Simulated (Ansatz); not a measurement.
The starting structures come from a database of crystals and need not be the phases stable at ambient conditions.

Inside the gap of an insulator the Bloch states are evanescent, with a wavenumber k + iκ along the transport direction.

Here is the system:

```yaml
crystal:
  lattice:
    - [4.00390, 0.00000, 0.00000]
    - [0.00000, 5.62318, 0.00000]
    - [0.00000, 0.00000, 4.12402]
  atoms:
    - { symbol: Zn, position: [0.00000, 0.00000, 0.00000] }
    - { symbol: Sn, position: [0.50000, 0.50000, 0.50000] }
    - { symbol: P, position: [0.50000, 0.77294, 0.00000] }
    - { symbol: P, position: [0.00000, 0.22706, 0.50000] }
```

Space group of this cell: Pmm2. The cell is strained (lengths along the current scaled by 1.03, ions clamped); by r2SCAN its mean pressure is -1.9 GPa.

Transport runs along the normal of the first two printed cell vectors.

No gap correction and no spin-orbit coupling; mid-gap values are interpolated between computed energies.

**Question.** Estimate the band gap and the smallest decay constant κ at mid-gap that r2SCAN (Ansatz, a first-principles code) returns for this system.

**Answer.** Gap 0.61 eV on a 8×6×8 mesh; κ = 0.059 1/Å, at the zone centre.
